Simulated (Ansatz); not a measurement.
Take Ir in the fcc (Cu type) structure (space group Fm-3m, No. 225; relaxed with 0.1 eV smearing) as the base.

```
Ir
1.0
    0.00000     1.93579     1.93579
    1.93579     0.00000     1.93579
    1.93579     1.93579     0.00000
Ir
1
Direct
  0.00000   0.00000   0.00000
```

Computed with DFT with PBE, PAW potentials and a 420 eV plane-wave cutoff in Ansatz (a first-principles code), spin-orbit coupling left out.

Strains are applied to the cell and any free atomic positions relax.

One change was made to it. Results:

```json
[
 {"quantity": "energy relative to the base (free energy F)", "base": "0 meV/atom", "after": "+30 meV/atom"},
 {"quantity": "pressure", "base": "0.0 GPa", "after": "-13.8 GPa"}
]
```

Question: Name the change that was made.
(A) isotropic strain +2.00 %
(B) isotropic strain +2.50 %
(C) isotropic strain +3.00 %
(D) isotropic strain +1.50 %

Answer: D, isotropic strain +1.50 %. For comparison, the energy relative to the base in the other runs: isotropic strain +2.00 % gives +52 meV/atom; isotropic strain +3.00 % gives +112 meV/atom; isotropic strain +2.50 % gives +80 meV/atom.

No phonon test of stability was made. The final runs are not spin-polarised.
